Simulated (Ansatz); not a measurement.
LuAlN2 (model structure, started from the ScAlN2 type, P3m1, No. 156, 4 atoms in the cell), treated with PBE in Ansatz (PAW).

Run with plane-wave cutoff 520 eV, 12×12×6 k mesh (along the axes of the cell as run), Fermi–Dirac smearing 0.01 eV, scalar-relativistic PAW data made under PBE.

Cell (relaxed with PBEsol):

```xyz
4
Lattice="3.3981 0.0000 0.0000 -1.6990 2.9428 0.0000 0.0000 0.0000 5.3437" Properties=species:S:1:pos:R:3 pbc="T T T"
Lu     0.0000     1.9619    -0.0302
N      0.0000     1.9619     2.2108
Al     1.6990     0.9809     2.7062
N      1.6990     0.9809     4.5717
```

**Question.** Estimate the band gap and smallest direct gap on the k points sampled that the calculation returns.

**Answer.** 
band gap: 2.15 eV
smallest direct gap on the k points sampled: 2.84 eV

Note: the relaxation could raise the start's symmetry but not lower it, so the cell can be a saddle point; cell and atoms aren't relaxed at this level (largest force component 0.16 eV/Å, pressure 4.5 GPa).

Spin–orbit coupling is not included.

A model structure was made by putting elements into a prototype or built by hand; it is no filed structure, need not be a known phase, and can be a saddle point held by its symmetry.

Ansatz is a program for electronic structure.
